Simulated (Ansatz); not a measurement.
For B2O3 (Cmc2₁, No. 36, 10 atoms in the cell; start mp-717; high-pressure phase), LDA (PAW; Ansatz, an electronic-structure program) gives:

- cohesive energy: 7.88 eV/atom
- band gap: 8.57 eV

**Question.** What does r²SCAN+rVV10 in Ansatz (plane waves, PAW) give for the same quantities?

**Answer.** 
- cohesive energy: 6.81 eV/atom (decreases by 1.07 eV/atom)
- band gap: 9.37 eV (goes up by 0.80 eV)

Changes are worked out from the printed values.

Unless a cell is named, each level is at its own relaxed cell (LDA 7.29, r²SCAN+rVV10 7.38 Å³/atom).

Density-functional gaps are differences of (generalised) Kohn–Sham levels.

Caveats: the relaxation could not lower the start's symmetry, so the cell can be a saddle point above a distorted one (LDA, r²SCAN+rVV10). Ansatz's density-functional and Hartree–Fock values are scalar-relativistic unless marked +SOC, with PAW data made under PBE.

A start named mp-… is a Materials Project structure, which need not be a measured phase.
